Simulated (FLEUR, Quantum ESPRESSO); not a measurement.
A FLEUR input for a self-consistent single point of Zn2GaCuSe4 (I-42m, 8 atoms in the cell) (DFT, LDA (Vosko-Wilk-Nusair), all-electron FLAPW (FLEUR), scalar-relativistic valence):

Input of the input generator:

```
Zn2GaCuSe4 crystal
&input film=f /
-5.3919555514 5.3919555514 10.7375655696
5.3919555514 -5.3919555514 10.7375655696
5.3919555514 5.3919555514 -10.7375655696
1.0
1.0 1.0 1.0

8
30 0.7500000000 0.2500000000 0.5000000000
30 0.2500000000 0.7500000000 0.5000000000
31 0.5000000000 0.5000000000 -0.0000000000
29 0.0000000000 -0.0000000000 -0.0000000000
34 0.1259000000 0.1259000000 0.4975000000
34 0.8741000000 0.3716000000 -0.0000000000
34 0.6284000000 0.6284000000 0.5025000000
34 0.3716000000 0.8741000000 -0.0000000000

&comp jspins=1 /
&exco xctyp='vwn' /
&kpt div1=3 div2=3 div3=3 /
&end /
```

```xml
<?xml version="1.0" encoding="UTF-8" standalone="no"?>
<fleurInput fleurInputVersion="0.39">
   <comment>
      Zn2GaCuSe4 crystal                                                                                  
   </comment>
   <calculationSetup>
      <cutoffs Kmax="3.8" Gmax="15.2" GmaxXC="15.2" numbands="0"/>
      <scfLoop itmax="80" minDistance="0.00001" maxIterBroyd="15" imix="Anderson" alpha="0.05" precondParam="0.0" spinf="2.0"/>
      <coreElectrons ctail="T" frcor="F" kcrel="0" coretail_lmax="0"/>
      <xcFunctional name="vwn" relativisticCorrections="F"/>
      <magnetism jspins="1"/>
      <soc l_soc="F" theta="0.0" phi="0.0" spav="F"/>
      <expertModes spex="0" secvar="F"/>
      <geometryOptimization l_f="T" forcealpha="1.0" forcemix="BFGS" epsdisp="0.00001" epsforce="0.00001"/>
      <ldaU l_linMix="F" mixParam="0.05" spinf="1.0"/>
   </calculationSetup>
   <cell>
      <bzIntegration valenceElectrons="112.0" mode="hist" fermiSmearingEnergy="0.00073499">
         <kPointListSelection listName="default-1"/>
         <!-- k-points included here -->
         <xi:include xmlns:xi="http://www.w3.org/2001/XInclude" href="kpts.xml"> </xi:include>
      </bzIntegration>
      <!-- symmetry operations included here -->
      <xi:include xmlns:xi="http://www.w3.org/2001/XInclude" href="sym.xml"> </xi:include>
      <bulkLattice scale="1.0">
         <bravaisMatrix>
            <row-1>   -5.3919555513999997     5.3919555513999997    10.7375655695999992</row-1>
            <row-2>    5.3919555513999997    -5.3919555513999997    10.7375655695999992</row-2>
            <row-3>    5.3919555513999997     5.3919555513999997   -10.7375655695999992</row-3>
         </bravaisMatrix>
      </bulkLattice>
   </cell>
   <atomSpecies>
      <species name="Zinc (Zn)" element="Zn" atomicNumber="30">
         <mtSphere radius="2.18" gridPoints="767" logIncrement="0.016"/>
         <atomicCutoffs lmax="8" lnonsphr="6"/>
         <electronConfig flipSpins="F">
            <coreConfig>(1s1/2) (2s1/2) (2p1/2) (2p3/2) (3s1/2) (3p1/2) (3p3/2)</coreConfig>
            <valenceConfig>(4s1/2) (3d3/2) (3d5/2)</valenceConfig>
         </electronConfig>
         <energyParameters s="4" p="4" d="3" f="4"/>
         <lo type="HELO" l="2" n="4" eDeriv="0"/>
      </species>
      <species name="Gallium (Ga)" element="Ga" atomicNumber="31">
         <mtSphere radius="2.14" gridPoints="753" logIncrement="0.016"/>
         <atomicCutoffs lmax="8" lnonsphr="6"/>
         <electronConfig flipSpins="F">
            <coreConfig>(1s1/2) (2s1/2) (2p1/2) (2p3/2) (3s1/2) (3p1/2) (3p3/2)</coreConfig>
            <valenceConfig>(4s1/2) (3d3/2) (3d5/2) (4p1/2) (4p3/2)</valenceConfig>
            <stateOccupation state="(4p1/2)" spinUp="0.1666666666667" spinDown="0.1666666666667"/>
            <stateOccupation state="(4p3/2)" spinUp="0.3333333333333" spinDown="0.3333333333333"/>
         </electronConfig>
         <energyParameters s="4" p="4" d="3" f="4"/>
         <lo type="HELO" l="2" n="4" eDeriv="0"/>
      </species>
      <species name="Copper (Cu)" element="Cu" atomicNumber="29">
         <mtSphere radius="2.11" gridPoints="745" logIncrement="0.016"/>
         <atomicCutoffs lmax="8" lnonsphr="6"/>
         <electronConfig flipSpins="F">
            <coreConfig>(1s1/2) (2s1/2) (2p1/2) (2p3/2) (3s1/2) (3p1/2) (3p3/2)</coreConfig>
            <valenceConfig>(4s1/2) (3d3/2) (3d5/2)</valenceConfig>
            <stateOccupation state="(4s1/2)" spinUp="0.5" spinDown="0.5"/>
         </electronConfig>
         <energyParameters s="4" p="4" d="3" f="4"/>
         <lo type="HELO" l="2" n="4" eDeriv="0"/>
      </species>
      <species name="Selenium (Se)" element="Se" atomicNumber="34">
         <mtSphere radius="2.11" gridPoints="745" logIncrement="0.017"/>
         <atomicCutoffs lmax="8" lnonsphr="6"/>
         <electronConfig flipSpins="F">
            <coreConfig>(1s1/2) (2s1/2) (2p1/2) (2p3/2) (3s1/2) (3p1/2) (3p3/2)</coreConfig>
            <valenceConfig>(4s1/2) (3d3/2) (3d5/2) (4p1/2) (4p3/2)</valenceConfig>
            <stateOccupation state="(4p1/2)" spinUp="0.6666666666667" spinDown="0.6666666666667"/>
            <stateOccupation state="(4p3/2)" spinUp="1.3333333333333" spinDown="1.3333333333333"/>
         </electronConfig>
         <energyParameters s="4" p="4" d="3" f="4"/>
         <lo type="HELO" l="2" n="4" eDeriv="0"/>
      </species>
   </atomSpecies>
   <atomGroups>
      <atomGroup species="Zinc (Zn)">
         <relPos label="                   1">-1.000/4.000 1.000/4.000 1.000/2.000</relPos>
         <relPos label="                   2">1.000/4.000 -1.000/4.000 1.000/2.000</relPos>
         <force calculate="T" relaxXYZ="TTT"/>
      </atomGroup>
      <atomGroup species="Gallium (Ga)">
         <relPos label="                   3">1.000/2.000 1.000/2.000 .0000000000</relPos>
         <force calculate="T" relaxXYZ="TTT"/>
      </atomGroup>
      <atomGroup species="Copper (Cu)">
         <relPos label="                   4">.0000000000 .0000000000 .0000000000</relPos>
         <force calculate="T" relaxXYZ="TTT"/>
      </atomGroup>
      <atomGroup species="Selenium (Se)">
         <relPos label="                   5">.1259000000 .1259000000 .4975000000</relPos>
         <relPos label="                   6">-.1259000000 .3716000000 .0000000000</relPos>
         <relPos label="                   7">-.3716000000 -.3716000000 -.4975000000</relPos>
         <relPos label="                   8">.3716000000 -.1259000000 .0000000000</relPos>
         <force calculate="T" relaxXYZ="TTT"/>
      </atomGroup>
   </atomGroups>
   <output dos="F" band="F" slice="F">
      <checks vchk="F" cdinf="F"/>
      <bandDOS minEnergy="-.5*Htr" maxEnergy="0.5*Htr" sigma="0.015" storeEVData="T"/>
      <vacuumDOS vacdos="F" integ="F" star="F" nstars="0" locx1="0.0" locy1="0.0" locx2="0.0" locy2="0.0" nstm="0" tworkf="0.0"/>
      <unfoldingBand unfoldBand="F" supercellX="1" supercellY="1" supercellZ="1"/>
      <plotting iplot="0" polar="F">
         <plot TwoD="T" vec1="  1.0  0.0  0.0" vec2="  0.0  1.0  0.0" vec3="  0.0  0.0  1.0" zero="  0.0  0.0  0.0" file="plot"/>
      </plotting>
      <chargeDensitySlicing numkpt="0" minEigenval="0.0" maxEigenval="0.0" nnne="0" pallst="F"/>
      <specialOutput eonly="F"/>
      <magneticCircularDichroism mcd="F" energyLo="-10.0" energyUp="0.0"/>
   </output>
  <!-- We include the file relax.xml here to enable relaxations (see documentation) -->
  <xi:include xmlns:xi="http://www.w3.org/2001/XInclude" href="relax.xml"> <xi:fallback/> </xi:include>
</fleurInput>
```

Problem. Write the same calculation as an input for Quantum ESPRESSO.

Solution. One input that does it (others would too):

```fortran
&CONTROL
    calculation = 'scf',
    prefix = 'zn2gacuse4',
    outdir = './tmp/',
    pseudo_dir = './',
    tprnfor = .true.,
    tstress = .true.,
/
&SYSTEM
    ibrav = 0,
    nat = 8,
    ntyp = 4,
    ecutwfc = 70,
    ecutrho = 420,
    occupations = 'smearing',
    smearing = 'fermi-dirac',
    degauss = 0.00147,
/
&ELECTRONS
    conv_thr = 1.0d-10,
/
ATOMIC_SPECIES
Zn    65.3800  Zn.pz-dn-kjpaw_psl.1.0.0.UPF
Ga    69.7230  Ga.pz-dn-kjpaw_psl.1.0.0.UPF
Cu    63.5460  Cu.pz-dn-kjpaw_psl.1.0.0.UPF
Se    78.9710  Se.pz-n-kjpaw_psl.1.0.0.UPF
ATOMIC_POSITIONS {crystal}
Zn    0.75000000    0.25000000    0.50000000
Zn    0.25000000    0.75000000    0.50000000
Ga    0.50000000    0.50000000    0.00000000
Cu    0.00000000    0.00000000    0.00000000
Se    0.12590000    0.12590000    0.49750000
Se    0.87410000    0.37160000    0.00000000
Se    0.62840000    0.62840000    0.50250000
Se    0.37160000    0.87410000    0.00000000
K_POINTS {automatic}
3 3 3  0 0 0
CELL_PARAMETERS {angstrom}
  -2.85330000     2.85330000     5.68207500
   2.85330000    -2.85330000     5.68207500
   2.85330000     2.85330000    -5.68207500
```

Basis, cutoffs, solver keys and any potentials are the target program's own. This input uses DFT, LDA (PZ), plane waves, PSlibrary PAW (LDA) pseudopotentials. LDA parametrisations can differ slightly between programs.

The starting cell comes from a database of computed structures (which also holds hypothetical and non-ambient phases and stackings), without a prior relaxation at this level.
